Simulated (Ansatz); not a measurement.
Take TiO₂ in the anatase structure (space group I4_1/amd, No. 141; a = 3.7780 Å, c = 9.5887 Å) as the base. Axes: x, y, z lie along a, b, c of the conventional cell.

Calculations: r2SCAN (Ansatz, a first-principles code, PAW, scalar-relativistic without spin-orbit coupling), earlier PAW set.

One thing is altered: the cell is stretched by 5.27 % along x with no lateral relaxation; the atoms relax in the strained cell.

Problem. Predict the stress tensor and what it implies for the stiffness.

Solution. Stress of the strained cell less that of the base (GPa, compression positive):
```
 -14.60    0.00    0.00
   0.00   -7.06    0.00
   0.00    0.00   -6.00
```

Then −Δσ_ii/ε with ε = 0.0527 gives secant stiffness values (nonlinear terms included at this strain): C11 ≈ 277 GPa, C12 ≈ 134 GPa and C13 ≈ 114 GPa.

As a check, the harmonic strain energy −½ V₀ Δσ:ε is 27 meV/atom; the computed energy rise is 30 meV/atom.

Whether these cells are dynamically stable was not tested. The final runs are not spin-polarised.
